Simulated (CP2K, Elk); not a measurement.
An Elk input for a self-consistent single point of BaIn4 (I4/mmm, 5 atoms in the cell) (DFT, PBEsol, all-electron FP-LAPW, Elk's shipped species files, APW+lo basis with extra local orbitals):

```
tasks
  0

xctype
  22

tforce
  .true.

rgkmax
  8.0

gmaxvr
  18.0

lmaxapw
  10

lmaxo
  8

nxlo
  2

lorbcnd
  .true.

lradstp
  2

nrmtscf
  2.0

rmtscf
  0.99

lmaxi
  4

stype
  0

swidth
  0.00999582

scale
  1.889726125

avec
   -2.5217200000    2.5217200000    6.0503480000
    2.5217200000   -2.5217200000    6.0503480000
    2.5217200000    2.5217200000   -6.0503480000

sppath
  './'

atoms
  2   : nspecies
  'Ba.in'   : spfname
  1   : natoms; atposl, bfcmt below
  0.0000000000  0.0000000000  0.0000000000    0.0 0.0 0.0
  'In.in'   : spfname
  4   : natoms; atposl, bfcmt below
  0.7500000000  0.2500000000  0.5000000000    0.0 0.0 0.0
  0.2500000000  0.7500000000  0.5000000000    0.0 0.0 0.0
  0.6177900000  0.6177900000  0.0000000000    0.0 0.0 0.0
  0.3822100000  0.3822100000  0.0000000000    0.0 0.0 0.0

ngridk
  5 5 5
```

Question: Translate this input to CP2K.

Answer: This is the input that was run; spellings and numerical settings could be chosen otherwise.

```
&GLOBAL
  PROJECT run
  RUN_TYPE ENERGY_FORCE
  PRINT_LEVEL MEDIUM
&END GLOBAL
&FORCE_EVAL
  METHOD Quickstep
  STRESS_TENSOR ANALYTICAL
  &DFT
    BASIS_SET_FILE_NAME BASIS_MOLOPT
    POTENTIAL_FILE_NAME GTH_POTENTIALS
    &QS
      METHOD GPW
      EPS_DEFAULT 1E-11
    &END QS
    &MGRID
      CUTOFF 500
      REL_CUTOFF 50
      NGRIDS 5
    &END MGRID
    &SCF
      SCF_GUESS ATOMIC
      EPS_SCF 1E-7
      MAX_SCF 100
      ADDED_MOS 11
      &DIAGONALIZATION
        ALGORITHM STANDARD
      &END DIAGONALIZATION
      &MIXING
        METHOD BROYDEN_MIXING
        ALPHA 0.2
        NBUFFER 12
      &END MIXING
      &SMEAR ON
        METHOD GAUSSIAN
        SIGMA [eV] 0.272
      &END SMEAR
    &END SCF
    &KPOINTS
      SCHEME MONKHORST-PACK 5 5 5
    &END KPOINTS
    &XC
      &XC_FUNCTIONAL
        &PBE
          PARAMETRIZATION PBESOL
        &END PBE
      &END XC_FUNCTIONAL
    &END XC
    &PRINT
      &MO
        EIGENVALUES T
        OCCUPATION_NUMBERS T
        NDIGITS 8
        FILENAME mo
        &EACH
          QS_SCF 0
        &END EACH
        ADD_LAST NUMERIC
      &END MO
      &MULLIKEN ON
      &END MULLIKEN
    &END PRINT
  &END DFT
  &SUBSYS
    &CELL
      A 7.02316600 0.00000000 0.00000000
      B 3.40139600 6.14453900 0.00000000
      C -5.21228100 -3.07226900 3.56625100
      PERIODIC XYZ
    &END CELL
    &COORD
      SCALED
      Ba       0.00000000     0.00000000     0.00000000
      In       0.75000000     0.25000000     0.50000000
      In       0.25000000     0.75000000     0.50000000
      In       0.61779000     0.61779000     0.00000000
      In       0.38221000     0.38221000     0.00000000
    &END COORD
    &KIND Ba
      BASIS_SET DZVP-MOLOPT-SR-GTH-q10
      POTENTIAL GTH-PBE-q10
    &END KIND
    &KIND In
      BASIS_SET DZVP-MOLOPT-SR-GTH-q13
      POTENTIAL GTH-PBE-q13
    &END KIND
  &END SUBSYS
  &PRINT
    &FORCES ON
    &END FORCES
    &STRESS_TENSOR ON
    &END STRESS_TENSOR
  &END PRINT
&END FORCE_EVAL
```

Basis settings and potentials, where a program has them, do not carry over. This input uses DFT PBEsol, GPW, DZVP-MOLOPT-SR-GTH basis, GTH-PBE potentials (GTH_POTENTIALS).

The starting cell comes from a database of computed structures (which also holds hypothetical and non-ambient phases and stackings), without a prior relaxation at this level. Its lattice was rescaled by a random factor within 2.5 % of one. For this run, on top of that: lattice scaled by 0.98.
